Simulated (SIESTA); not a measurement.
## Input and output of a self-consistent single point for the (001) slab of LiF (cut from a parent of space group no. 225; 8 atoms in the cell) (SIESTA)

Level of theory: SIESTA with GGA PBE, numerical atomic orbitals DZP, PseudoDojo PBE standard norm-conserving potentials (rewritten from UPF to PSML).

This input was run:

```
# files in the folder: F.psml Li.psml (PseudoDojo PBE standard)
SystemName  LiF
SystemLabel lif

NumberOfAtoms                8
NumberOfSpecies              2
%block ChemicalSpeciesLabel
  1 9 F
  2 3 Li
%endblock ChemicalSpeciesLabel
LatticeConstant              2.858189 Ang
%block LatticeVectors
     1.000000000    0.000000000    0.000000000
    -1.000000000    1.000000000    0.000000000
     0.000000000    0.000000000    7.019519353
%endblock LatticeVectors
AtomicCoordinatesFormat      Ang
%block AtomicCoordinatesAndAtomicSpecies
    -1.429094500    1.429094500    9.021017624  1
     0.000000000    0.000000000    7.000000063  1
    -1.429094500    1.429094500   13.063112937  1
     0.000000000    0.000000000   11.042095376  1
     0.000000000    0.000000000    9.021017624  2
    -1.429094500    1.429094500    7.000000063  2
     0.000000000    0.000000000   13.063112937  2
    -1.429094500    1.429094500   11.042095376  2
%endblock AtomicCoordinatesAndAtomicSpecies

XC.functional                GGA
XC.authors                   PBE
PAO.BasisSize                DZP
PAO.EnergyShift              0.005 Ry
PAO.Polarization.NonPerturbative true
MeshCutoff                   400 Ry
%block kgrid.MonkhorstPack
    5   0   0  0.0
    0   5   0  0.0
    0   0   1  0.0
%endblock kgrid.MonkhorstPack
OccupationFunction           FD
ElectronicTemperature        50.0 meV

MaxSCFIterations             150
SCF.Mixer.Method             Pulay
SCF.Mixer.Weight             0.1
SCF.Mixer.History            8
SCF.DM.Tolerance             1.0E-05
Diag.ParallelOverK           true
WriteForces                  true
```

Output (repeated stretches shortened):

```
reinit: Reading from file input.fdf

reinit: System Name: LiF
reinit: System Label: lif

coor:   Atomic-coordinates input format  =     Cartesian coordinates
coor:                                          (in Angstroms)

siesta: Atomic coordinates (Bohr) and species
siesta:     -2.70060   2.70060  17.04725  1        1
siesta:      0.00000   0.00000  13.22808  1        2
siesta:     -2.70060   2.70060  24.68571  1        3
siesta:      0.00000   0.00000  20.86654  1        4
siesta:      0.00000   0.00000  17.04725  2        5
siesta:     -2.70060   2.70060  13.22808  2        6
siesta:      0.00000   0.00000  24.68571  2        7
siesta:     -2.70060   2.70060  20.86654  2        8

siesta: System type = slab

initatomlists: Number of atoms, orbitals, and projectors:      8    76    84

siesta: ******************** Simulation parameters ****************************
redata: Spin configuration                          = none
redata: Time-Reversal Symmetry                      = T
redata: Number of Atomic Species                    =        2
redata: Mesh Cutoff                                 =   400.0000 Ry
redata: Net charge of the system                    =     0.0000 |e|
redata: Min. number of SCF Iter                     =        0
redata: Max. number of SCF Iter                     =      150
redata: SCF convergence failure will abort job
redata: SCF mix quantity                            = Hamiltonian
redata: Mix DM or H after convergence               =   F
redata: Recompute H after scf cycle                 =   F
redata: Mix DM in first SCF step                    =   T
redata: No kicks to SCF
redata: DM Mixing Weight for Kicks                  =     0.5000
redata: Require Harris convergence for SCF          =   F
redata: Harris energy tolerance for SCF             =     0.000100 eV
redata: Require DM convergence for SCF              =   T
   [... lines left out ...]
diag: Parallel distribution                         =     1 x     1
diag: Used triangular part                          = Lower
diag: Absolute tolerance                            =  0.100E-15
diag: Orthogonalization factor                      =  0.100E-05
diag: Memory factor                                 =  1.0000

superc: Internal auxiliary supercell:    13 x     9 x     1  =     117
superc: Number of atoms, orbitals, and projectors:    936   8892   9828

                        Single-point calculation

superc: Internal auxiliary supercell:    13 x     9 x     1  =     117
superc: Number of atoms, orbitals, and projectors:    936   8892   9828

outcell: Unit cell vectors (Ang):
        2.858189    0.000000    0.000000
       -2.858189    2.858189    0.000000
        0.000000    0.000000   20.063113

outcell: Cell vector modules (Ang)   :    2.858189    4.042090   20.063113
outcell: Cell angles (23,13,12) (deg):     90.0000     90.0000    135.0000
outcell: Cell volume (Ang**3)        :    163.9005
new_DM -- step:     1
Initializing Density Matrix...

Attempting to read DM from file... Failed...
DM filled with atomic data:

InitMesh: MESH = 36 x 48 x 270 = 466560
InitMesh: Mesh cutoff (required, used) =   400.000   487.172 Ry

stepf: Fermi-Dirac step function
        iscf     Eharris(eV)        E_KS(eV)     FreeEng(eV)     dDmax    Ef(eV) dHmax(eV)
   scf:    1    -3469.103720    -3478.916267    -3478.916267  0.862963-10.744307  9.587551
   scf:    2    -3480.149180    -3479.556720    -3479.556720  0.065918-10.277233  7.829571
   scf:    3    -3479.849727    -3480.328100    -3480.328100  0.397919 -8.452439  1.623839
   scf:    4    -3480.480734    -3480.527523    -3480.527523  0.187016 -8.636586  1.606299
   scf:    5    -3480.536916    -3480.551529    -3480.551529  0.071233 -8.055874  0.553976
   scf:    6    -3480.560463    -3480.556378    -3480.556378  0.006240 -7.984575  0.349796
   [... 3 lines left out ...]
   scf:   10    -3480.559520    -3480.559516    -3480.559516  0.000191 -8.032197  0.011208
   scf:   11    -3480.559521    -3480.559519    -3480.559519  0.000508 -8.033045  0.000611
   scf:   12    -3480.559519    -3480.559519    -3480.559519  0.000019 -8.033165  0.000150
   scf:   13    -3480.559519    -3480.559519    -3480.559519  0.000018 -8.033226  0.000023
   scf:   14    -3480.559519    -3480.559519    -3480.559519  0.000001 -8.033231  0.000009
SCF Convergence by DM+H criterion
max |DM_out - DM_in|         :     0.0000005136
max |H_out - H_in|      (eV) :     0.0000086602
SCF cycle converged after 14 iterations

Using DM_out to compute the final energy and forces

siesta: E_KS(eV) =            -3480.5595

siesta: E_KS - E_eggbox =     -3480.5595

siesta: Atomic forces (eV/Ang):
     1   -0.000000    0.000000   -0.020243
     2    0.000000    0.000000   -0.327757
     3   -0.000000   -0.000000    0.327757
     4   -0.000000   -0.000000    0.020243
     5   -0.000000    0.000000   -0.019263
     6   -0.000000    0.000000    0.293858
     7   -0.000000   -0.000000   -0.293858
     8   -0.000000    0.000000    0.019263
   Tot   -0.000000    0.000000    0.000000
   Max    0.327757
   Res    0.127331    sqrt( Sum f_i^2 / 3N )
   Max    0.327757    constrained

Stress tensor Voigt[x,y,z,yz,xz,xy] (kbar):       10.07       10.14       -2.82       -0.00       -0.00        0.04
(Free)E + p*V (eV/cell)    -3481.1523
Target enthalpy (eV/cell)    -3480.5595

siesta: Program's energy decomposition (eV):
siesta: Ebs     =      -899.163643
siesta: Eions   =      5097.490550
siesta: Ena     =       860.471439
siesta: Ekin    =      2346.415474
siesta: Enl     =      -790.540743
siesta: Eso     =         0.000000
siesta: Edftu   =         0.000000
siesta: DEna    =        -7.315990
siesta: DUscf   =         1.424994
siesta: DUext   =         0.000000
siesta: Ex      =      -750.168234
siesta: Ec      =       -43.355910
siesta: Exc     =      -793.524143
siesta: Eharris =     -3480.559519
siesta: Etot    =     -3480.559519
siesta: FreeEng =     -3480.559519

siesta: Atomic forces (eV/Ang):
siesta:      1   -0.000000    0.000000   -0.020243
siesta:      2    0.000000    0.000000   -0.327757
siesta:      3   -0.000000   -0.000000    0.327757
siesta:      4   -0.000000   -0.000000    0.020243
siesta:      5   -0.000000    0.000000   -0.019263
siesta:      6   -0.000000    0.000000    0.293858
siesta:      7   -0.000000   -0.000000   -0.293858
siesta:      8   -0.000000    0.000000    0.019263
siesta: ----------------------------------------
siesta:    Tot   -0.000000    0.000000    0.000000

siesta: Stress tensor (static) (eV/Ang**3):
siesta:     0.006283    0.000023   -0.000000
siesta:     0.000023    0.006328   -0.000000
siesta:    -0.000000   -0.000000   -0.001761

siesta: Cell volume =        163.900473 Ang**3

siesta: Pressure (static):
siesta:                Solid            Molecule  Units
siesta:          -0.00003939         -0.00004571  Ry/Bohr**3
siesta:          -0.00361661         -0.00419700  eV/Ang**3
siesta:          -5.79445198         -6.72433235  kBar

siesta: Electric dipole (a.u.)  =    0.000000    0.000000    0.000000
siesta: Electric dipole (Debye) =    0.000000    0.000000    0.000000
```

The run converged in 14 iterations.

The starting cell has typed, rounded lattice constants, without a prior relaxation at this level. The slab is cut from that crystal, and its faces are unrelaxed. Its lattice was rescaled by up to half a per cent. Spin polarisation is off, though cut faces can carry moments; a gap of a slab can lie between surface states. Values carry the incompleteness of an atom-centred basis.

Cost on one core of a shared machine: roughly 90 s.
